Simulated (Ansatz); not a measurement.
Input and output of a self-consistent single point for CsTiMnOF₅ (Imma, 18 atoms in the cell) (Ansatz, a first-principles code).

Method: PBEsol, default PAW files made with PBE (plane waves; Ansatz).

```
CsTiMnOF5
1.0
    6.59276    -3.69757     0.00000
    6.59276     3.69757     0.00000
   -4.42191     0.00000     6.22518
Cs Ti Mn O F
2 2 2 2 10
Direct
  0.12019   0.12019   0.87019
  0.87981   0.87981   0.12981
  0.50000   0.00000   0.50000
  0.00000   0.50000   0.50000
  0.50000   0.50000   0.00000
  0.50000   0.50000   0.50000
  0.77427   0.77427   0.52427
  0.22573   0.22573   0.47573
  0.58156   0.58156   0.83156
  0.41844   0.41844   0.16844
  0.39872   0.84586   0.19024
  0.60128   0.15414   0.80976
  0.15414   0.60128   0.80976
  0.84586   0.39872   0.19024
  0.39871   0.84587   0.55434
  0.60129   0.15413   0.44566
  0.15413   0.60129   0.44566
  0.84587   0.39871   0.55434
```
Moments meant for the start (each program seeds them in its own way; μB, in the order of the atoms Cs Cs Ti Ti Mn Mn O O F F F F F F F F F F): 0.0 0.0 0.0 0.0 4.0 4.0 0.0 0.0 0.0 0.0 0.0 0.0 0.0 0.0 0.0 0.0 0.0 0.0.

Reference input (self-consistent single point, DFT, PBEsol, plane waves, default PAW files made with PBE): basis.ecutwfc = 420 eV; kpoints.mp_grid.grid = 3 3 3; hamiltonian.xc = pbesol; hamiltonian.pseudopotentials = {kind: paw} (the program's default PAW files); magnetization.spin_polarized = true; scf.occupations.method = gaussian; scf.occupations.width = 0.02 eV. This run's input differs from it in these lines:

Ansatz 0.2 input:
```diff
@@ -26,3 +26,3 @@
 basis:
-  ecutwfc: 420.0 eV
+  ecutwfc: 335.0 eV
 kpoints:
```

Output, abridged:

```
SCF iter   1: F=—  HF=-33024.458760 eV  |F-HF|=—  |Δ(HF+E_count)|=         —  Δρ=1.30e-1 (↑1.26e-1 ↓1.30e-1)  dr2=1.88e2  dr2_m=7.42e-1  M=9.113 μB ∫|m|=9.114 μB  β_m=0.30  ethr=3.10e-3  ⟨swp⟩=5.8  Hψ=7234  notcnv=0  defer=27
Mixer restart at iter 1: flushing history
all-band conjugate gradients solve this SCF's bands
preconditioner: auto → Kerker (q_TF=auto, 2.437 Å⁻¹)
   [... lines left out ...]
SCF iter  22: F=—  HF=-32999.347107 eV  |F-HF|=—  |Δ(HF+E_count)|=   1.36e-7  Δρ=3.65e-6 (↑3.65e-6 ↓3.62e-6)  dr2=1.12e-7  dr2_m=1.86e-9  M=0.000 μB ∫|m|=9.776 μB  β_m=0.75  ethr=1.41e-10  ⟨swp⟩=2.0  Hψ=3440  notcnv=0  defer=358
SCF iter  23: F=-32999.347107 eV  HF=-32999.347107 eV  |F-HF|=2.08e-9  |Δ(HF+E_count)|=   1.94e-8  Δρ=1.50e-6 (↑7.46e-7 ↓1.50e-6)  dr2=9.82e-9  dr2_m=9.91e-10  M=0.000 μB ∫|m|=9.776 μB  ethr=6.49e-11  ⟨swp⟩=10.2  Hψ=10084  notcnv=0
SCF 1 converged in 23 iterations: F = -32999.347107 eV  dr2 = 9.82e-9
WARN: the starting moments were not kept: 1 of 2 ended reversed and 1 kept their direction, counting a site from 0.1 μB …
   [... lines left out ...]
Absolute magnetization: 9.7868 μB (∫|ρ↑−ρ↓|, with the PAW one-centre terms)
Free energy (F): -32999.347107 eV
Fermi energy:    5.829684 eV
   [... lines left out ...]
  atom  18  F      0.14667836     0.15624462    -0.09028386
--- Stress (GPa, compression-positive) ---
       -3.763856       0.000000       0.211535
        0.000000      -4.203775       0.000000
        0.211535       0.000000      -3.912604
  P = ⅓ Tr σ = -3.9601 GPa (-39.601 kbar)
  The stress holds the Pulay correction. Without it, at fixed plane waves, as pw.x and ABINIT print it: P = -14.6971 GPa
```

The run converged in 23 iterations. Against the reference run the free energy goes up by 137 meV/atom, the pressure moves little (-3.91 to -3.96 GPa), the largest force hardly changes (0.324 to 0.331 eV/Å) and the gap on the mesh moves little (1.289 to 1.285 eV).

The starting cell comes from a database of computed structures (which also holds hypothetical and non-ambient phases and stackings), without a prior relaxation at this level. The magnetic order is the one reached from the typed start; others were not searched systematically. The program warned that a starting moment was not kept. Ansatz's pressure includes its estimate of the finite-basis (Pulay) stress. Without the estimate this run gives -14.70 GPa. The cutoff lies below the one recommended for these files.

Cost on one core of a shared machine: roughly 60 s.
